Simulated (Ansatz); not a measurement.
The reference is Mo in the bcc (W type) structure (space group Im-3m, No. 229; a = 3.1611 Å; relaxed with 0.1 eV smearing).

All numbers come from PBE (Ansatz, a program for electronic structure), no SOC.

Base values:

The pressure is 0.0 GPa. The band gap is zero.

Now apply this change: the cell is scaled by 0.9800 in all directions, atoms relaxed at fixed cell.

Task: Estimate the effect on the energy relative to the base.

Result: The energy grows by 49 meV/atom.

Task: What does the calculation give for the pressure after the change?

Result: The pressure goes from zero to 17.8 GPa.

Task: How does this affect the band gap?

Result: The band gap remains zero.

The cells carry an imposed strain or load. Stability against distortions was not tested. All final runs are without spin polarisation.
